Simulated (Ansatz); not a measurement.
The reference is Ti₃Al (space group P6_3/mmc, No. 194; a = 5.755 Å, c = 4.655 Å). Axes: x lies along a and z along c of the hexagonal cell.

(Cell as relaxed with PBE.)

Levels (all Ansatz, a quantum-chemistry and plane-wave program, PAW, earlier PAW set): PBE (420 eV, without spin-orbit coupling); r2SCAN (500 eV, no spin-orbit coupling).

Each level relaxes its own structure.

```tsv
base	PBE	r2SCAN
volume per atom	16.69 Å³	16.56 Å³
lattice parameter a	5.755 Å	5.747 Å
band gap	zero	zero
```

The change: tensile biaxial strain of 1.34 % in the plane normal to [001], as in epitaxy on a mismatched substrate; the out-of-plane cell vector and the atoms relax.

```tsv
quantity	PBE	r2SCAN
volume per atom	17.01 Å³	16.88 Å³
pressure (mean of the normal stresses, compression positive)	-2.0 GPa	-2.1 GPa
energy relative to the base (free energy F)	+4.2 meV/atom	+4.6 meV/atom
```

PBE's volume per atom lies 0.123 Å³ above r2SCAN's (0.7 %); PBE's pressure lies 0.18 GPa above r2SCAN's; PBE's energy relative to the base lies 0.3 meV/atom below r2SCAN's. Neither level is exact; r2SCAN is the comparison here, not a measurement.

Stability against distortions was not tested. All final runs are without spin polarisation.
